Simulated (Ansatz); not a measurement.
## Effective masses and thermopower of C (P6_3/mmc)

Given:

```
C
1.0
    2.49882     0.00000     0.00000
   -1.24941     2.16404     0.00000
    0.00000     0.00000     4.16086
C
4
Direct
  0.33333   0.66667   0.00030
  0.66667   0.33333   0.50030
  0.33333   0.66667   0.37470
  0.66667   0.33333   0.87470
```

Method: r2SCAN, rigid bands (plane waves, PAW, scalar-relativistic; Ansatz, a quantum-chemistry and plane-wave program). How the cell was made: cell and atoms relaxed with PBEsol.

```json
{
  "band_gap": "3.57 eV",
  "electron conductivity mass (300 K, dilute)": "0.46 (x), 0.46 (y), 0.27 (z) mₑ",
  "hole conductivity mass (300 K, dilute)": "0.44 (x), 0.44 (y), 0.65 (z) mₑ",
  "effective density of states N_c (300 K)": "1.2e19 cm⁻³",
  "effective density of states N_v (300 K)": "1.8e19 cm⁻³",
  "density_of_states_mass_electrons": "0.62 mₑ",
  "density_of_states_mass_holes": "0.82 mₑ",
  "Seebeck coefficient, n-type 1e19 cm⁻³, 300 K": "-237 μV/K",
  "best n-type power factor at 300 K for τ = 10 fs (best axis; densities from 1e16 to 1e21 cm⁻³ tried, whether or not they can be reached)": "7.4 μW/(cm·K²) at 3e19 cm⁻³",
  "Seebeck coefficient, p-type 1e19 cm⁻³, 300 K": "269 μV/K",
  "best p-type power factor at 300 K for τ = 10 fs (best axis; densities from 1e16 to 1e21 cm⁻³ tried, whether or not they can be reached)": "6.6 μW/(cm·K²) at 1e20 cm⁻³"
}
```

Rigid bands; masses and Seebeck coefficients take one relaxation time τ for all states and one kind of carrier; polarons and phonon drag are left out. Spin-orbit coupling is left out. Geometry: cell and atoms relaxed with PBEsol.
